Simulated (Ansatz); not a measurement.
Results of r²SCAN (Ansatz, a first-principles code, plane waves, PAW) for LaN (model structure, started from the zincblende type, F-43m, No. 216, 2 atoms in the cell).

Numerical settings: plane-wave cutoff 560 eV, 10×10×10 k mesh, Fermi–Dirac smearing 0.01 eV, scalar-relativistic PAW data made under PBE.

Cell (relaxed with PBEsol):

LaN is taken in the cubic space group F-43m (No. 216), the zinc blende structure, Pearson symbol cF8. Cell: a = 5.5465 Å, b = 5.5465 Å, c = 5.5465 Å, α = 90.00°, β = 90.00°, γ = 90.00°. N on 4c sees 4 La at 2.402 Å (tetrahedral). La on 4a has 4 N at 2.402 Å (tetrahedral). (Neighbours: up to the widest gap in distance over summed covalent radii, below 1.35, at either atom; cation-cation and far metal-metal contacts left out.)
(The calculation used a cell of 2 atoms; values per cell refer to that cell.)

Problem. What does this level give for the band gap, smallest direct gap on the k points sampled and direct gap at Γ?

Solution. 
band gap: 1.53 eV
smallest direct gap on the k points sampled: 2.56 eV
direct gap at Γ: 3.69 eV

Note: the relaxation could raise the start's symmetry but not lower it, so the cell can be a saddle point; cell and atoms aren't relaxed at this level (pressure 3.0 GPa).

Spin–orbit coupling is not included.

Static lattice: no zero-point or thermal effects.

A model structure was made by putting elements into a prototype or built by hand; it is no filed structure, need not be a known phase, and can be a saddle point held by its symmetry.
